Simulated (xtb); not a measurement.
xtb 6.7.1, GFN1-xTB: Au(Me)(CNMe) triplet (C[N+]#[C-]->[Au][CH3]), charge 0, multiplicity 3, 11 atoms. The geometry is a generated start, not checked to be a minimum at this level.

| Item | Result |
|---|---|
| method | GFN1-xTB |
| --acc | 1 (default) |
| --etemp (K) | 300 (default) |
| detailed input (--input) | none: ANC optimiser, Lindh (1995) Hessian, microcycle=20, maxdispl=1.0, hlow=0.01 (default) |
| basis functions | 38 |
| valence electrons | 34 |

```xyz
11

Au     0.8782     0.2614    -0.9398
C      2.2188     0.6723    -2.4025
H      3.0799     0.0022    -2.4060
H      2.6411     1.6763    -2.3383
H      1.8028     0.6046    -3.4090
C     -2.0886    -0.6309     2.2573
N     -1.1588    -0.3554     1.2589
C     -0.3813    -0.1222     0.4284
H     -2.1980     0.2428     2.9023
H     -1.7441    -1.4810     2.8485
H     -3.0502    -0.8699     1.8001
```

Charge 0 and multiplicity 3 are set for this test and not shown to be the ground state. GFN-xTB has no spin term: --uhf 2 sets the occupations alone.

The structure is relaxed from this start with --opt LEVEL for the levels crude, sloppy, loose, lax, normal, tight, vtight, extreme, once each. Up to the end of the extreme run atoms move by at most 0.66 Å along an axis.

Question: Choose the cheapest level whose final energy lies within 5 meV of that of extreme.

Answer: vtight: 68 cycles against 84, ending 0.042 meV above.

```
level    cycles  energy above the extreme run (meV)  gradient norm (eV/Å)
-------  ------  ----------------------------------  --------------------
crude         4                                 350                 0.086
sloppy        4                                 350                 0.086
loose         5                                 350                 0.027
lax           5                                 350                 0.027
normal        5                                 350                 0.027
tight         6                                 350                 0.023
vtight       68                               0.042                0.0045
extreme      84                                   —                0.0026
```
